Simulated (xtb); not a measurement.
xtb 6.7.1, GFN2-xTB: Ti(I)(OtBu)3 (CC(C)(C)[O][Ti]([I])([O]C(C)(C)C)[O]C(C)(C)C), 44 atoms. The geometry is a generated start, not checked to be a minimum at this level.

```json
{
 "method": "GFN2-xTB",
 "--acc": "1 (default)",
 "--etemp (K)": "300 (default)",
 "detailed input (--input)": "none: ANC optimiser, Lindh (1995) Hessian, microcycle=20, maxdispl=1.0, hlow=0.01 (default)",
 "basis_functions": "107",
 "valence_electrons": "104"
}
```

Charge 0 and multiplicity 1 are set for this test and not shown to be the ground state.

The structure is relaxed from this start with --opt LEVEL for the levels crude, sloppy, loose, lax, normal, tight, vtight, extreme, once each. Up to the end of the extreme run atoms move by at most 1.2 Å along an axis.

Task: Which level is enough to come within 5 meV of the tightest end point?

Result: lax: 39 cycles against 68, ending 1.5 meV above.

```json
[
 {"level": "crude", "cycles": "1", "energy above the extreme run (meV)": "280", "gradient norm (eV/Å)": "0.14"},
 {"level": "sloppy", "cycles": "1", "energy above the extreme run (meV)": "280", "gradient norm (eV/Å)": "0.14"},
 {"level": "loose", "cycles": "1", "energy above the extreme run (meV)": "280", "gradient norm (eV/Å)": "0.14"},
 {"level": "lax", "cycles": "39", "energy above the extreme run (meV)": "1.5", "gradient norm (eV/Å)": "0.084"},
 {"level": "normal", "cycles": "43", "energy above the extreme run (meV)": "0.67", "gradient norm (eV/Å)": "0.036"},
 {"level": "tight", "cycles": "53", "energy above the extreme run (meV)": "0.100", "gradient norm (eV/Å)": "0.0064"},
 {"level": "vtight", "cycles": "63", "energy above the extreme run (meV)": "0.014", "gradient norm (eV/Å)": "0.0044"},
 {"level": "extreme", "cycles": "68", "energy above the extreme run (meV)": "—", "gradient norm (eV/Å)": "0.0015"}
]
```
